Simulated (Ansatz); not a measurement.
## silicon: the defect Zr on the Si site

Computed with PBE, PAW (plane waves to 420 eV; Ansatz, a first-principles code). Cell and caveats: 64-site cell; 2×2×2 shifted k-points; start: the Si site; energies good to tenths of an eV.

Neighbours after relaxation, in Å: of the Zr atom: Si 2.60, Si 2.60, Si 2.60, Si 2.60.

Formation energies E_f are those of the neutral cell. Chemical conditions: impurity bounded by its compound with the host (Δμ(Si) = 0.00 eV, Δμ(Zr) = -2.00 eV, bounded by ZrSi2 (Cmcm); only phases computed here count, gases as isolated molecules at 0 K). Reference phases: Si: silicon, Zr: hcp Zr.

```csv
charge,moment (μB),point group,largest move off a lattice site (Å),"E_f, impurity bounded by its compound with the host (eV)"
0,not spin-polarised,Td,0.24,4.39
```

Point groups are those of the whole cell at tolerances of 0.03 and 0.1 Å ("near" where only the looser one holds); none is given for unsettled states.

All states together cost about 14 core-minutes (a rough figure).
